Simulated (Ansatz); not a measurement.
An ideal cubic perovskite cell is held by its symmetry; such compounds can tilt or shift off centre at room temperature.

Inside the gap of an insulator the Bloch states are evanescent, with a wavenumber k + iκ along the transport direction.

Input:

```yaml
crystal:
  lattice:
    - [6.28623, 0.00000, 0.00000]
    - [0.00000, 6.28623, 0.00000]
    - [0.00000, 0.00000, 6.28623]
  atoms:
    - { symbol: Cs, position: [0.50000, 0.50000, 0.50000] }
    - { symbol: Sn, position: [0.00000, 0.00000, 0.00000] }
    - { symbol: I, position: [0.50000, 0.00000, 0.00000] }
    - { symbol: I, position: [0.00000, 0.50000, 0.00000] }
    - { symbol: I, position: [0.00000, 0.00000, 0.50000] }
```

The cell is taken as given.

Transport runs along the normal of the first two printed cell vectors, the (001) plane of the conventional cell.

The gap is the functional's own, uncorrected, and κ follows it; spin-orbit coupling is left out. Mid-gap means the computed energy nearest the middle.

Q: Estimate the band gap and the smallest decay constant κ at mid-gap that r2SCAN (Ansatz, a quantum-chemistry and plane-wave program) returns for this system.

A: Gap 0.60 eV on a 6×6×6 mesh; κ = 0.042 1/Å, at (0.500, 0.500) of the in-plane reciprocal vectors. At the zone centre the slowest state has κ = 0.13 1/Å.
